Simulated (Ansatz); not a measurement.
**Hypothetical zinc blende LiF: pressure series**

Start from LiF in the zinc blende structure (space group F-43m, No. 216; a = 4.364 Å; a hypothetical phase, not in the database extracts checked).

Cell and atoms are relaxed at each pressure.

Computed with PBE (Ansatz, a first-principles code, PAW, without spin-orbit coupling).

Notes on the quantities. enthalpy: H = E + PV relative to the base's energy.

```json
[
 {"variant": "base", "lattice parameter a": "4.364 Å", "band gap": "7.65 eV", "enthalpy": "–"},
 {"variant": "pressure −2 GPa", "lattice parameter a": "4.426 Å", "band gap": "7.43 eV", "enthalpy": "-0.13 eV/atom"},
 {"variant": "pressure −1 GPa", "lattice parameter a": "4.393 Å", "band gap": "7.55 eV", "enthalpy": "-0.07 eV/atom"},
 {"variant": "pressure 3 GPa", "lattice parameter a": "4.289 Å", "band gap": "7.93 eV", "enthalpy": "+0.19 eV/atom"},
 {"variant": "pressure 7 GPa", "lattice parameter a": "4.209 Å", "band gap": "8.25 eV", "enthalpy": "+0.43 eV/atom"},
 {"variant": "pressure 15 GPa", "lattice parameter a": "4.091 Å", "band gap": "8.77 eV", "enthalpy": "+0.87 eV/atom"},
 {"variant": "pressure 30 GPa", "lattice parameter a": "3.940 Å", "band gap": "9.53 eV", "enthalpy": "+1.63 eV/atom"},
 {"variant": "pressure 50 GPa", "lattice parameter a": "3.805 Å", "band gap": "10.32 eV", "enthalpy": "+2.53 eV/atom"},
 {"variant": "pressure 75 GPa", "lattice parameter a": "3.685 Å", "band gap": "11.11 eV", "enthalpy": "+3.55 eV/atom"},
 {"variant": "pressure 100 GPa", "lattice parameter a": "3.596 Å", "band gap": "11.77 eV", "enthalpy": "+4.49 eV/atom"}
]
```

Load acts through the strain it causes; cell and atoms are relaxed under it. Stability against distortions was not tested. Competing high-pressure phases were not computed.
